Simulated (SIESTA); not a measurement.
SIESTA run on NaAu2 (R3m, 6 atoms in the cell): self-consistent single point.

Method of the run: GGA PBEsol, numerical atomic orbitals DZP, PseudoDojo PBEsol standard norm-conserving potentials (rewritten from UPF to PSML) (SIESTA).

```yaml
crystal:
  lattice:
    - [0.00000, 3.93288, 3.93288]
    - [3.93288, 0.00000, 3.93288]
    - [3.93288, 3.93288, 0.00000]
  atoms:
    - { symbol: Na, position: [0.75367, 0.75367, 0.75367] }
    - { symbol: Na, position: [0.50000, 0.50000, 0.50000] }
    - { symbol: Au, position: [0.12500, 0.62500, 0.12500] }
    - { symbol: Au, position: [0.12500, 0.12500, 0.12500] }
    - { symbol: Au, position: [0.62500, 0.12500, 0.12500] }
    - { symbol: Au, position: [0.12500, 0.12500, 0.62500] }
```

Reference input (self-consistent single point, DFT, GGA PBEsol, numerical atomic orbitals DZP, PseudoDojo PBEsol standard norm-conserving potentials (rewritten from UPF to PSML)): XC.functional = GGA; XC.authors = PBEsol; potentials = PseudoDojo PBEsol standard; PAO.BasisSize = DZP; PAO.EnergyShift = 0.01 Ry; MeshCutoff = 400 Ry; kgrid.MonkhorstPack = 4 4 4; OccupationFunction = FD; ElectronicTemperature = 100 meV; MaxSCFIterations = 150; SCF.Mixer.Method = Pulay; SCF.Mixer.Weight = 0.25. This run's input differs from it in these lines:

```diff
@@ -32,8 +32,8 @@
 %block kgrid.MonkhorstPack
-    4   0   0  0.0
-    0   4   0  0.0
-    0   0   4  0.0
+   17   0   0  0.0
+    0  17   0  0.0
+    0   0  17  0.0
 %endblock kgrid.MonkhorstPack
 OccupationFunction           FD
-ElectronicTemperature        100.0 meV
+ElectronicTemperature        300.0 meV
```

The program printed (abridged):

```
        iscf     Eharris(eV)        E_KS(eV)     FreeEng(eV)     dDmax    Ef(eV) dHmax(eV)
   scf:    1   -18388.884324   -18482.042473   -18483.140794  1.357856 -0.521978 21.258339
   scf:    2   -18543.139703   -18523.656544   -18524.130574  0.854844 -2.489853  3.171583
   scf:    3   -18524.927025   -18524.442618   -18524.891648  0.089151 -2.721639  1.689616
   scf:    4   -18524.478753   -18524.499511   -18524.946238  0.076360 -2.838680  0.525722
   scf:    5   -18524.500322   -18524.514868   -18524.970357  0.023350 -2.780339  0.187832
   scf:    6   -18524.524473   -18524.520629   -18524.973254  0.006563 -2.811972  0.017536
   scf:    7   -18524.520799   -18524.520742   -18524.973163  0.001320 -2.814831  0.033030
   scf:    8   -18524.519797   -18524.520314   -18524.973268  0.001516 -2.812388  0.004650
   scf:    9   -18524.520430   -18524.520372   -18524.973270  0.000141 -2.812735  0.000083
   scf:   10   -18524.520372   -18524.520372   -18524.973270  0.000002 -2.812729  0.000014
SCF Convergence by DM+H criterion
max |DM_out - DM_in|         :     0.0000022848
max |H_out - H_in|      (eV) :     0.0000144308
SCF cycle converged after 10 iterations

Using DM_out to compute the final energy and forces

siesta: E_KS(eV) =           -18524.5204

siesta: E_KS - E_eggbox =    -18524.5204

siesta: Atomic forces (eV/Ang):
     1   -0.055538   -0.055538   -0.055538
     2    0.012742    0.012742    0.012742
     3    0.010364    0.022695    0.010364
     4   -0.002570   -0.002570   -0.002570
     5    0.022695    0.010364    0.010364
     6    0.010364    0.010364    0.022695
   Tot   -0.001944   -0.001944   -0.001944
   Max    0.055538
   Res    0.025766    sqrt( Sum f_i^2 / 3N )
   Max    0.055538    constrained

   [... lines left out ...]
siesta: FreeEng =    -18524.973270
   [... lines left out ...]
siesta:     0.019056   -0.000044   -0.000044
siesta:    -0.000044    0.019056   -0.000044
siesta:    -0.000044   -0.000044    0.019056

siesta: Cell volume =        121.663812 Ang**3

siesta: Pressure (static):
siesta:                Solid            Molecule  Units
siesta:          -0.00020754         -0.00019031  Ry/Bohr**3
siesta:          -0.01905560         -0.01747373  eV/Ang**3
siesta:         -30.53044438        -27.99600453  kBar
```

The run converged in 10 iterations. Against the reference run the free energy falls by 32.9 meV/atom, the pressure goes from -3.25 to -3.05 GPa and the largest force moves little (0.095 to 0.096 eV/Å).

The starting cell comes from a database of computed structures (which also holds hypothetical and non-ambient phases and stackings), without a prior relaxation at this level. Its lattice was rescaled by up to half a per cent. One atom was moved a little off its site on purpose. Values carry the incompleteness of an atom-centred basis. With a pressure of about -3 GPa the cell is away from its equilibrium volume at this level.

Cost on one core of a shared machine: roughly 4 min.
